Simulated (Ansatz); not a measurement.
What tensor shear ε_yz = −0.26 % does to MgO

Base system: MgO in the rock salt structure (space group Fm-3m, No. 225; a = 4.2149 Å). Axes: x, y, z lie along the cube axes.

It is then changed as follows: a pure shear with ε_yz = ε_zy = -0.0026; the atoms relax in the strained cell.

Calculations: Ansatz (an electronic-structure program) PBEsol, no spin-orbit coupling, earlier PAW set. k-mesh 13×13×13 (Γ-centred); smearing 0.05 eV (Fermi–Dirac).

| quantity | base | changed | shift |
|---|---|---|---|
| volume per atom | 9.36 Å³ | 9.36 Å³ | 0.00 Å³ |
| space group | Fm-3m (No. 225) | Immm (No. 71) | – |
| shortest interatomic distance | 3.982 bohr | 3.982 bohr | 0.000 bohr |
| energy relative to the base (free energy F) | 0 meV/atom | +0.1 meV/atom | +0.1 meV/atom |
| pressure (mean of the normal stresses, compression positive) | 0.00 GPa | 0.01 GPa | +0.002 GPa |
| band gap | 4.62 eV | 4.60 eV | -0.02 eV |
| gap character | direct at Γ | direct at Γ | – |
| electron mass | 0.34 mₑ (at Γ) | 0.34 mₑ (at Γ) | – |
| valence-band top at Γ (three highest levels, from the VBM) | 0.00, 0.00, 0.00 eV | 0.00, -0.02, -0.04 eV | – |
| stress (xx, yy, zz, yz, xz, xy; compression positive) | – | (0.00, 0.01, 0.01, 0.75, 0.00, 0.00) GPa | – |

Cost of the whole job for the changed cell (relaxation, final SCF and bands): roughly 15 core-seconds.

Effective masses come from finite differences of ±0.01 Å⁻¹. No phonon test of stability was made. Labels are those of the standard path for the cell's own space group.
